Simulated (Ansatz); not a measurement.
Start from CsPbCl$_{3}$ in the cubic perovskite structure (space group Pm-3m, No. 221).

```xyz
5
Lattice="5.5209 0.0000 0.0000 0.0000 5.5209 0.0000 0.0000 0.0000 5.5209" Properties=species:S:1:pos:R:3 pbc="T T T"
Cs     0.0000     0.0000     0.0000
Pb     2.7604     2.7604     2.7604
Cl     2.7604     0.0000     2.7604
Cl     0.0000     2.7604     2.7604
Cl     2.7604     2.7604     0.0000
```

The values are results of LDA (Ansatz, a quantum-chemistry and plane-wave program, PAW, no spin-orbit coupling), not measurements.

Strains are applied to the cell and any free atomic positions relax.

One change was made to it. Results:

The pressure goes from zero to -1.39 GPa; the mean gap deformation potential ΔEg/Δln V is +4.6 eV; the electron mass (degenerate bands, along [100]) goes from 0.093, 0.75, 0.75 mₑ (at R) to 0.10, 0.81, 0.81 mₑ (at R); the energy goes up by 8.5 meV/atom.

**Question.** Which change produced these results?
(A) isotropic strain +1.20 %
(B) isotropic strain +1.80 %
(C) isotropic strain +2.40 %
(D) isotropic strain +3.00 %

**Answer.** B, isotropic strain +1.80 %. For comparison, the electron mass in the other runs: isotropic strain +1.20 % gives 0.100, 0.79, 0.79 mₑ (at R); isotropic strain +3.00 % gives 0.11, 0.85, 0.85 mₑ (at R); isotropic strain +2.40 % gives 0.11, 0.83, 0.83 mₑ (at R).

Spin-orbit coupling, missing from the scalar runs, can matter with Pb. Masses are band curvatures over ±0.01 Å⁻¹ around the edge. No phonon test of stability was made. Many cubic perovskites are stable only at high temperature; tilts and polar distortions were not tested. This is not the structure that CsPbCl3 has at room temperature and ambient pressure.
